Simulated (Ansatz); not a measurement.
We consider B20 (FeSi-type) MnSi, described by r²SCAN-D4 (Ansatz, a quantum-chemistry and plane-wave program, PAW).

Input:

Ansatz 0.2 input:
```yaml
crystal:
  lattice:
    - [4.4801873359, 0.0, 0.0]
    - [0.0, 4.4801873359, 0.0]
    - [0.0, 0.0, 4.4801873359]
  atoms:
    - { symbol: Mn, position: [0.8606326666, 0.6393673334, 0.3606326666], spin: 1.2 }
    - { symbol: Mn, position: [0.3606326666, 0.8606326666, 0.6393673334], spin: 1.2 }
    - { symbol: Mn, position: [0.1393673334, 0.1393673334, 0.1393673334], spin: 1.2 }
    - { symbol: Mn, position: [0.6393673334, 0.3606326666, 0.8606326666], spin: 1.2 }
    - { symbol: Si, position: [0.1546222488, 0.3453777512, 0.6546222488], spin: 0.0 }
    - { symbol: Si, position: [0.6546222488, 0.1546222488, 0.3453777512], spin: 0.0 }
    - { symbol: Si, position: [0.8453777512, 0.8453777512, 0.8453777512], spin: 0.0 }
    - { symbol: Si, position: [0.3453777512, 0.6546222488, 0.1546222488], spin: 0.0 }
basis:
  ecutwfc: 560
  ecutrho_ratio: 4
  xc_grid: 3
kpoints:
  mp_grid: { grid: [12, 12, 12] }
hamiltonian:
  xc: r2scan
  dispersion: d4
  pseudopotentials: { kind: paw }
scf:
  occupations: { method: fermi_dirac, width: 0.05 }
output:
  forces: true
  stress: true
  eigenvalues: true
magnetization:
  spin_polarized: true
relax:
  f_tol: 0.004
  escape_saddle: false
  max_steps: 80
```

Output (set-up and result lines):

```
WARN output.stress: scf.convergence.dr2_threshold = 1.6e-8 eV (the default of a walk held to its f_tol) is looser than the 8e-10 eV advised for a printed …
Relaxation: its limit of steps is 80 (relax.max_steps)
Crystal: 8 atoms, lattice volume = 89.927 Å³
Basis set: ecut = 560 eV, 2721 PW (Γ), exchange–correlation on 108×108×108 points (27 copies of the dense FFT grid, shifted against one another)
Bands: 49, of which v1, the nominal top of the filled ones, is band 38 counted from 1 (37 counted from 0)
Symmetry: 12 space group operations
Space group: P213 (ITA 198), of the structure as read, at distance tolerance 4.5e-5 Å
k-points: 119 of 1728 (time reversal used)
Initial density: superposition of atomic densities (chi_scale 0.1, normalization cell)
Functional: x = r2scan, c = r2scan; τ floored in thin density (d = 2e-4 eV/Å³)
spin=Collinear: Kerker preconditioning applied to the charge; magnetization (m = ρ↑ − ρ↓) channel mixes plain (no charge-response kernel on spin).
SCF 1 converged in 24 iterations: F = -18175.982842 eV  dr2 = 2.08e-7
Crystal: 8 atoms, lattice volume = 89.927 Å³
Initial density: handed on by an earlier stage of this run
SCF 2 converged in 7 iterations: F = -18176.000728 eV  dr2 = 2.43e-6
Crystal: 8 atoms, lattice volume = 89.927 Å³
SCF 3 converged in 9 iterations: F = -18176.004700 eV  dr2 = 6.54e-8
Crystal: 8 atoms, lattice volume = 89.927 Å³
SCF 4 converged in 5 iterations: F = -18176.004700 eV  dr2 = 8.59e-9
relax step   4: F+E_penalty+E_count = -18176.00469988 eV  Δ(F+E_penalty+E_count) = -4.037e-8 eV  max|allowed force component| = 3.291e-3 eV/Å  Δτ_max = 0.0000 Å  (5 SCF iters, accepted)
Crystal: 8 atoms, lattice volume = 89.927 Å³
SCF 5 converged in 2 iterations: F = -18176.004700 eV  dr2 = 1.75e-9
SCF converged after 2 iterations
Magnetization: 4.0288 μB (40.0144 up, 35.9856 down)
Free energy (F): -18176.004700 eV
Internal energy: -18175.977299 eV  (E = F + TS)
E sigma→0 (E₀):  -18175.991000 eV
Fermi energy:    16.673450 eV
--- Forces (eV/Å), atoms counted from 1 ---
  atom   1  Mn    -0.00185048     0.00185048    -0.00185048
  atom   2  Mn    -0.00185048    -0.00185048     0.00185048
  atom   3  Mn     0.00185048     0.00185048     0.00185048
  atom   4  Mn     0.00185048    -0.00185048    -0.00185048
  atom   5  Si     0.00329068    -0.00329068     0.00329068
  atom   6  Si     0.00329068     0.00329068    -0.00329068
  atom   7  Si    -0.00329068    -0.00329068    -0.00329068
  atom   8  Si    -0.00329068     0.00329068     0.00329068
--- Stress (GPa, compression-positive) ---
       -1.396157       0.000000      -0.000000
        0.000000      -1.396157       0.000000
       -0.000000      -0.000000      -1.396157
  P = ⅓ Tr σ = -1.3962 GPa (-13.962 kbar)
```

The cell is one volume of an energy–volume scan, off the minimum.

The PAW data were made under PBE.

The run is spin-polarised with parallel starting moments, which need not be the measured order.

It cost very roughly 26 core-minutes of CPU time.
